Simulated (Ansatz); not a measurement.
Element substitutions in Al2Cu

Base system: Al2Cu (space group I4/mcm, No. 140).

```
CELL_PARAMETERS angstrom
     -3.00310     3.00310     2.39527
      3.00310    -3.00310     2.39527
      3.00310     3.00310    -2.39527
ATOMIC_POSITIONS crystal
  Al 0.65900 0.15900 0.81801
  Al 0.84100 0.65900 0.50000
  Al 0.15900 0.34100 0.50000
  Al 0.34100 0.84100 0.18199
  Cu 0.25000 0.25000 0.00000
  Cu 0.75000 0.75000 0.00000
```

Each row replaces one element on all its sites; cell and atoms are relaxed.

Method: Ansatz (a first-principles code) r2SCAN, no SOC, earlier PAW set.

| change | c/a ratio | shortest interatomic distance |
|---|---|---|
| base | 0.798 | 4.526 bohr |
| Al → Sb | [?] | [?] |
| Cu → P | 0.833 | 4.788 bohr |
| Cu → Zn | 0.808 | 4.722 bohr |

Problem. What belongs in the blanks?

Solution. 
- Al → Sb, c/a ratio: 0.838
- Al → Sb, shortest interatomic distance: 5.352 bohr

No phonon test of stability was made. As relaxed here, CuSb2, Al2P and Al2Zn are hypothetical phases, not in the database extracts checked. All final runs are without spin polarisation.
